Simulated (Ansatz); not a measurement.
Sc (hcp (Mg type), P6_3/mmc): quasi-harmonic values at 300 K, zero-point motion included, from Ansatz (plane waves, PAW) with several functionals, beside measured values. Phonon and k meshes: LDA 3×3×3 / 12×12×6; PBEsol 3×3×3 / 12×12×6; PBE 3×3×3 / 12×12×6.  Misses against the measured value stand in brackets.

| quantity | LDA | PBEsol | PBE | measured |
|---|---|---|---|---|
| linear expansion coefficient (10⁻⁶/K) | 9.42 (-8 %) | 10.41 (+2 %) | 11.37 (+11 %) | 10.20 |
| lattice constant a (Å) | 3.235 (-2.2 %) | 3.283 (-0.8 %) | 3.326 (+0.5 %) | 3.309 |
| lattice constant c (Å) | 5.007 (-5.0 %) | 5.106 (-3.1 %) | 5.189 (-1.5 %) | 5.268 |

Static volumes: LDA 22.55, PBEsol 23.67, PBE 24.67 Å³/atom. The linear expansion coefficient rises with the volume in this order; PBEsol lies closest to the measured value, and PBE is high by 11 %. The lattice constant a rises with the volume in this order; PBE lies closest to the measured value, and PBE is high by 0.5 %. The lattice constant c rises with the volume in this order; PBE lies closest to the measured value, and PBE is low by 1.5 %.

These misses hold whatever the vibrational approximation and the meshes add; that part was not separated from the functional's.

Measured values: Wikipedia, Scandium (infobox); Wikipedia, Thermal expansivities of the elements.

The PAW data sets were generated under PBE and serve the other functionals too.

Ansatz is an electronic-structure program.
